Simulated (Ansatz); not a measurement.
## Effect of x(Sn) = 0.375, 8 atoms, Pmm2 on Ge

The parent structure is Ge in the diamond structure (space group Fd-3m, No. 227; a = 5.676 Å).

The other end (x = 1) is Sn in the diamond structure (space group Fd-3m, No. 227): 34.97 Å³/atom, gap zero.

Modification: Sn replaces 37.5 % of the Ge, ordered in a cell of 8 atoms (starting symmetry Pmm2) and fully relaxed.

The values are results of PBEsol, PAW, 420 eV (Ansatz, a first-principles code; no SOC), not measurements. k-mesh 11×11×4 (Γ-centred); smearing 0.05 eV (Fermi–Dirac), for the changed cell.

Volume per atom: 27.16 Å³ (base 22.86 Å³)
Density: 5.50 g/cm³ (base 5.28 g/cm³)
Shortest interatomic distance: 2.514 Å (base 2.458 Å)
Band gap: zero (base zero)
Mixing energy: +0.06 eV/atom (to 0.01 eV only: unlike meshes or grids)
Deviation of the volume from the linear (Vegard-type) interpolation: -0.9 %

Final structure:

```
CELL_PARAMETERS angstrom
      4.22606     0.00000     0.00000
      0.00000     4.25135     0.00000
      0.00000     0.00000    12.09420
ATOMIC_POSITIONS crystal
  Ge 0.00000 0.00000 0.75028
  Sn 0.50000 0.50000 0.50943
  Ge 0.00000 0.00000 0.23321
  Ge 0.50000 0.50000 0.00882
  Ge 0.50000 0.00000 0.63766
  Sn 0.00000 0.50000 0.36114
  Ge 0.50000 0.00000 0.12039
  Sn 0.00000 0.50000 0.87908
```

These are small ordered cells, not random alloys; other orderings at the same x differ. Whether these cells are dynamically stable was not tested. The final runs are not spin-polarised. The zero or small gap of Ge can change with the level of theory.
